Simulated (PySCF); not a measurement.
PySCF 2.14.0, TPSSH/def2-svp, df: W(S)2(Br)(OH) ([OH][W](=[S])(=[S])[Br]), 6 atoms. The geometry is a generated start, not checked to be a minimum at this level.

| Quantity | Result |
|---|---|
| task | energy |
| method | tpssh |
| basis | def2-svp |
| two-electron scheme | density fitting |
| mol.max_memory | 3000 MB |
| mf.max_cycle | 100 |
| mf.init_guess | minao (default) |
| mf.conv_tol | 1e-09 (default) |
| mf.grids.level | 3 (default) |
| effective core potentials | those of the basis set, past Kr |
| basis functions | 119 |
| grid points | 106384 |

```xyz
6

W      0.2295     0.2096    -0.0040
S      1.6854    -0.1246    -1.5886
S      1.3558     0.0539     1.8534
Br    -0.3373     2.5241    -0.1670
O     -1.1576    -0.9591    -0.0565
H     -1.7757    -1.7038    -0.0373
```

Charge 0 and multiplicity 1 are set for this test and not shown to be the ground state.

With the defaults (mf.DIIS = CDIIS, mf.diis = true, mf.diis_damp = 0, mf.diis_space = 8, mf.damp = 0, mf.diis_start_cycle = 1, mf.level_shift = 0, newton = off) it converges in 15 Fock builds. One run each on 2 threads, 1 BLAS thread, with these changes:
- mf.diis = false
- mf.level_shift = 0.1 Hartree
- mf.DIIS = EDIIS
- mf.diis = false, mf.damp = 0.7, mf.diis_start_cycle = 999
- mf.level_shift = 0.3 Hartree
- mf.diis_damp = 0.3
- mf.diis_space = 3
- newton = Hessian by the SCF's own integrals
- mf.damp = 0.7, mf.diis_start_cycle = 8

Question: Which runs fail or end elsewhere than the default run?

Answer: No convergence: mf.DIIS = EDIIS; mf.diis = false (the run ends without SCF convergence in 100 cycles). The rest reach the solution of the defaults.

```csv
setting,Fock builds,end
mf.diis_damp = 0.3,14,same solution
the defaults,15,same solution
mf.level_shift = 0.1 Hartree,15,same solution
"mf.damp = 0.7, mf.diis_start_cycle = 8",20,same solution
mf.level_shift = 0.3 Hartree,20,same solution
"mf.diis = false, mf.damp = 0.7, mf.diis_start_cycle = 999",35,same solution
mf.diis_space = 3,40,same solution
newton = Hessian by the SCF's own integrals,44,same solution
mf.DIIS = EDIIS,101,no convergence
mf.diis = false,101,no convergence
```

Under newton the count holds the products with the orbital Hessian.
